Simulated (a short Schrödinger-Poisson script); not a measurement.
System: MOS inversion layer, Si3N4 on p-type Si(100), at 300 K.

```csv
layer,material,thickness (nm),Na (cm⁻³)
1,Si3N4,4.1,-
2,Si,1600,6.9e16
```

The device is made up for the run: typed textbook-type constants, with dimensions and the other settings drawn at random. Si3N4: permittivity 7.5, conduction-band edge (eV) 1.95, gap (eV) 5.1, electron mass (mₑ) 0.5. Si: permittivity 11.7, conduction-band edge (eV) 0, gap (eV) 1.124, Nv at 300 K (cm⁻³) 3.1e19.

Channel valleys (confinement mass, in-plane density-of-states mass, number): Δ2 0.916, 0.19, 2; Δ4 0.19, 0.417, 4. At the gate the conduction-band edge of layer 1 lies 2.25 eV − eVg above the Fermi level of the channel; the field vanishes at the back. Gaps are held at their typed values at every temperature. Mesh 0.03 nm at interfaces.

Solved with a short Schrödinger-Poisson script written for these runs: 1D Poisson equation in equilibrium, electrons quantum, Hartree (BenDaniel-Duke, 12 states a valley, the channel's in-plane mass for all, wave functions free to enter the dielectric), parabolic valleys, classical holes, full ionisation, no traps, pinning or gate leakage.

The same stack at other levels of the model or other numerical settings:

```json
[
 {"run": "base", "sheet density of all electrons at Vg = 1.8 V (cm⁻²)": "1.17e13", "sheet density of all electrons at Vg = 0.6 V (cm⁻²)": "1.72e12", "capacitance at Vg = 1.8 V (μF/cm²)": "1.40", "centroid of the channel electrons at Vg = 1.8 V (nm)": "1.53", "rough cost against the base": "about 1"},
 {"run": "electrons treated as classical, Boltzmann", "sheet density of all electrons at Vg = 1.8 V (cm⁻²)": "[?]", "sheet density of all electrons at Vg = 0.6 V (cm⁻²)": "2.15e12", "capacitance at Vg = 1.8 V (μF/cm²)": "1.56", "centroid of the channel electrons at Vg = 1.8 V (nm)": "[?]", "rough cost against the base": "0.03"},
 {"run": "electrons treated as classical, Fermi-Dirac", "sheet density of all electrons at Vg = 1.8 V (cm⁻²)": "1.29e13", "sheet density of all electrons at Vg = 0.6 V (cm⁻²)": "2.12e12", "capacitance at Vg = 1.8 V (μF/cm²)": "[?]", "centroid of the channel electrons at Vg = 1.8 V (nm)": "0.78", "rough cost against the base": "0.2"},
 {"run": "mesh six times as coarse", "sheet density of all electrons at Vg = 1.8 V (cm⁻²)": "1.17e13", "sheet density of all electrons at Vg = 0.6 V (cm⁻²)": "1.72e12", "capacitance at Vg = 1.8 V (μF/cm²)": "1.40", "centroid of the channel electrons at Vg = 1.8 V (nm)": "1.54", "rough cost against the base": "0.3"},
 {"run": "one subband a valley", "sheet density of all electrons at Vg = 1.8 V (cm⁻²)": "1.17e13", "sheet density of all electrons at Vg = 0.6 V (cm⁻²)": "1.70e12", "capacitance at Vg = 1.8 V (μF/cm²)": "1.41", "centroid of the channel electrons at Vg = 1.8 V (nm)": "1.44", "rough cost against the base": "0.5"}
]
```

Question: Some entries are withheld; supply them.

Answer: 
- electrons treated as classical, Boltzmann, centroid of the channel electrons at Vg = 1.8 V (nm): 0.55
- electrons treated as classical, Fermi-Dirac, capacitance at Vg = 1.8 V (μF/cm²): 1.48
- electrons treated as classical, Boltzmann, sheet density of all electrons at Vg = 1.8 V (cm⁻²): 1.34e13

The classical rows ignore confinement, and Boltzmann statistics overrate the density once the band edge passes the Fermi level.
